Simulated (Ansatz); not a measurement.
We consider SrInHO2 (model structure, started from the SrVO2H type, P4/mmm, No. 123, 5 atoms in the cell), described by PBE in Ansatz (PAW).

Run with plane-wave cutoff 520 eV, 8×8×10 k mesh (along the axes of the cell as run), Fermi–Dirac smearing 0.01 eV, scalar-relativistic PAW data made under PBE.

Cell (relaxed with PBEsol):

Space group P4/mmm (No. 123); a = b = 4.246 Å, c = 3.718 Å, α = β = γ = 90.00°

```tsv
atom	site	symmetry	x	y	z
Sr	1d	4/mmm	0.5000	0.5000	0.5000
In	1a	4/mmm	0.0000	0.0000	0.0000
O	2f	mmm.	0.0000	0.5000	0.0000
H	1b	4/mmm	0.0000	0.0000	0.5000
```

Q: Estimate the band gap, smallest direct gap on the k points sampled and direct gap at Γ that the calculation returns.

A: 
- band gap: 0.93 eV
- smallest direct gap on the k points sampled: 1.85 eV
- direct gap at Γ: 5.09 eV

Note: the relaxation could raise the start's symmetry but not lower it, so the cell can be a saddle point; cell and atoms aren't relaxed at this level (pressure 4.4 GPa).

Spin–orbit coupling is not included.

Static lattice: no zero-point or thermal effects.

Computing time: about 10 core-seconds (a rough figure).

A model structure was made by putting elements into a prototype or built by hand; it is no filed structure, need not be a known phase, and can be a saddle point held by its symmetry.

Ansatz is a quantum-chemistry and plane-wave program.
